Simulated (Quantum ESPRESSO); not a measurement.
A user runs Quantum ESPRESSO on Zr10HN8 (P-1, 19 atoms in the cell) and asks whether the run is sound. The aim is a self-consistent single point with DFT, LDA (PZ), plane waves, GBRV 1.5 ultrasoft (LDA) pseudopotentials.

Cell that was meant: a = 5.5612 Å, b = 5.5615 Å, c = 8.5140 Å, α = 71.48°, β = 71.53°, γ = 80.14°.

Part of the input:

```fortran
    occupations = 'smearing'
    smearing = 'cold'
    degauss = 0.0073499
    nbnd = 81
/
&electrons
    conv_thr = 1.0d-9
```

Output (repeated stretches shortened):

```
     Message from routine setup:
     using ibrav=0 with symmetry is DISCOURAGED, use correct ibrav instead
     G-vector sticks info
   [... lines left out ...]
        k(    2) = (   0.0000000   0.0000000   0.2392595), wk =   0.0833333
        k(    3) = (   0.0000000   0.2537320  -0.0745544), wk =   0.0833333
   [... 23 lines left out ...]

     Dense  grid:   153931 G-vectors     FFT dimensions: (  60,  60,  96)

     Smooth grid:    54489 G-vectors     FFT dimensions: (  45,  45,  72)

     Initial potential from superposition of free atoms

     starting charge     160.9820, renormalised to     161.0000

     negative rho (up, down):  5.968E-01 0.000E+00
     Self-consistent Calculation

     iteration #  1     ecut=    40.00 Ry     beta= 0.30

     negative rho (up, down):  6.023E-01 0.000E+00

     total energy              =   -1156.82735054 Ry
     estimated scf accuracy    <       4.87489832 Ry

     iteration #  2     ecut=    40.00 Ry     beta= 0.30

     negative rho (up, down):  6.093E-01 0.000E+00

     total energy              =   -1157.75817591 Ry
     estimated scf accuracy    <       0.10652535 Ry

     iteration #  3     ecut=    40.00 Ry     beta= 0.30

     negative rho (up, down):  6.126E-01 0.000E+00

     total energy              =   -1157.75601284 Ry
     estimated scf accuracy    <       0.16141093 Ry

   [... 11 blocks of this kind left out ...]

     iteration # 15     ecut=    40.00 Ry     beta= 0.30

     negative rho (up, down):  6.190E-01 0.000E+00

     total energy              =   -1157.80985661 Ry
     estimated scf accuracy    <       0.00000002 Ry

     iteration # 16     ecut=    40.00 Ry     beta= 0.30

     negative rho (up, down):  6.190E-01 0.000E+00
     End of self-consistent calculation

     the Fermi energy is    16.8842 ev

!    total energy              =   -1157.80985661 Ry
     estimated scf accuracy    <          4.0E-10 Ry
     smearing contrib. (-TS)   =       0.00031119 Ry
     internal energy E=F+TS    =   -1157.81016780 Ry

     convergence has been achieved in  16 iterations

     negative rho (up, down):  6.190E-01 0.000E+00

     Forces acting on atoms (cartesian axes, Ry/au):

     atom    1 type  1   force =    -0.00810545    0.00422720   -0.00174564
     atom    2 type  1   force =     0.00810545   -0.00422720    0.00174564
     atom    3 type  1   force =    -0.00405731   -0.00791194   -0.00614358
     atom    4 type  1   force =     0.00405731    0.00791194    0.00614358
   [... lines left out ...]
     Total force =     0.031013     Total SCF correction =     0.000055
   [... lines left out ...]

     negative rho (up, down):  6.190E-01 0.000E+00
          total   stress  (Ry/bohr**3)                   (kbar)     P=      -45.54
  -0.00029548   0.00000359   0.00003760          -43.47        0.53        5.53
   0.00000359  -0.00028669   0.00003110            0.53      -42.17        4.57
   0.00003760   0.00003110  -0.00034647            5.53        4.57      -50.97

   JOB DONE.
```

### Question
Can these results be used? Check the input.

### Answer
The results are close to the sound ones and would serve for rough work. The doubtful point is too few bands. The band count has to hold all valence electrons, and a smeared run needs empty bands on top for the tail of the occupations. The run converged in 16 iterations without an error; against the sound input the free energy is nearly the same (within 1 meV/atom), the pressure stays at -4.55 GPa and the largest force goes from 0.282 to 0.304 eV/Å.

The sound input it was made from differs as follows (other fixes are possible):
```diff
-    nbnd = 81
```

With that input, the run converged in 14 iterations: free energy E − TS -15752.8188 eV; Fermi level (on the code's own zero) 16.87 eV; pressure -4.55 GPa; largest force (vector length) 0.282 eV/Å (DFT, LDA (PZ), plane waves, GBRV 1.5 ultrasoft (LDA) pseudopotentials).

On the sound input: the starting cell comes from a database of computed structures (which also holds hypothetical and non-ambient phases and stackings), without a prior relaxation at this level. Its lattice was rescaled by a random factor within 2.5 % of one. With a pressure of about -5 GPa the cell is away from its equilibrium volume at this level.
